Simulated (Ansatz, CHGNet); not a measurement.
TiAl₃ (I4/mmm, No. 139): properties by level of theory

```csv
level (code),equilibrium lattice constant a (Å),c axis length (Å)
CHGNet 0.3.0 (CHGNet),3.847,8.627
BLYP (Ansatz),3.879,8.740
PBEsol (Ansatz),3.816,8.551
PBE-D3(BJ) (Ansatz),3.795,8.494
PBEsol-D3(BJ) (Ansatz),3.769,8.438
```

Ansatz's density-functional and Hartree–Fock values are scalar-relativistic unless marked +SOC, with PAW data made under PBE.

The computed numbers hold no vibrational or temperature effects.

Ansatz is an electronic-structure program.
